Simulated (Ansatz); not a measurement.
Data:

```xyz
6
Lattice="3.5164 0.0000 0.0000 -1.7582 2.9739 0.0000 0.0000 0.0000 13.3294" Properties=species:S:1:pos:R:3 pbc="T T T"
Te     1.7582     1.0020     5.1337
Te     0.0000     1.9720    11.7984
Te     0.0000     1.9720     8.1957
Te     1.7582     1.0020     1.5310
Mo     1.7582     0.9930     9.9971
Mo     0.0000     1.9809     3.3324
```

No spin polarisation.

Method: PBEsol-D3(BJ), PAW, 420 eV (Ansatz, a first-principles code; scalar-relativistic without spin-orbit coupling). Γ-centred 11×11×3 mesh, Fermi–Dirac width 0.05 eV.

### Question
Predict the pressure (mean of the normal stresses, compression positive).

### Answer
-15.8 kbar.

### Question
What is the computed space group?

### Answer
Cmcm (No. 63).

### Question
What band gap does the calculation give?

### Answer
0.32 eV.

Spin-orbit coupling, missing from the scalar runs, can matter with Te. The cells carry an imposed strain or load. Whether these cells are dynamically stable was not tested. The cell was made from MoTe2 (space group P6_3/mmc, No. 194; layered, stacked along the Cartesian z axis) by this change: uniaxial strain ε_xx = +2.40 %.
